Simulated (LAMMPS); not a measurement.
Melts of Ni (fcc) cooled to 300 K at several rates.

Method: classical MD, pair style meam, file MoCoNiVFeAlCr_2nn.meam; code LAMMPS.

```json
[
 {"cooling rate (K/s)": "3e+12", "energy above the crystal": "0.071 eV/atom", "state": "crystallised", "density": "8.69 g/cm³ (one sample)", "coordination number": "11.9 (counted to 3.02 Å)", "rough cost": "40 core-minutes"},
 {"cooling rate (K/s)": "1e+13", "energy above the crystal": "0.079 eV/atom", "state": "crystallised", "density": "8.63 g/cm³ (one sample)", "coordination number": "11.7 (counted to 3.06 Å)", "rough cost": "25 core-minutes"},
 {"cooling rate (K/s)": "1e+14", "energy above the crystal": "0.158 eV/atom", "state": "partly crystallised", "density": "8.52 g/cm³ (one sample)", "coordination number": "11.8 (counted to 3.06 Å)", "rough cost": "10 core-minutes"}
]
```

Costs are rough and include melting and analysis.

Caution: the cell keeps the atom count and shape of the starting crystal, which eases freezing.
